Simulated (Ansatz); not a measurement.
Consider Ge in the diamond structure (space group Fd-3m, No. 227; a = 5.676 Å).

All numbers come from plane-wave PAW DFT at the PBEsol level (Ansatz, an electronic-structure program, 420 eV), scalar-relativistic without spin-orbit coupling.

Base values:

| Item | Value |
|---|---|
| Volume per atom | 22.86 Å³ |
| Band gap | zero |

Perturbation: a hydrostatic pressure of 45 GPa.

**Question.** How does this affect the volume per atom?

**Answer.** The volume per atom drops by 6.23 Å³, from 22.86 Å³ to 16.63 Å³.

**Question.** Predict the new band gap.

**Answer.** The band gap stays zero.

Load acts through the strain it causes; cell and atoms are relaxed under it. Stability against distortions was not tested. Measured, Ge leaves this structure (for the β-tin structure) near 10.6 GPa (room temperature; as listed in arXiv:1906.07825). A zero or small gap of Ge can be the functional's error rather than a property of the material.
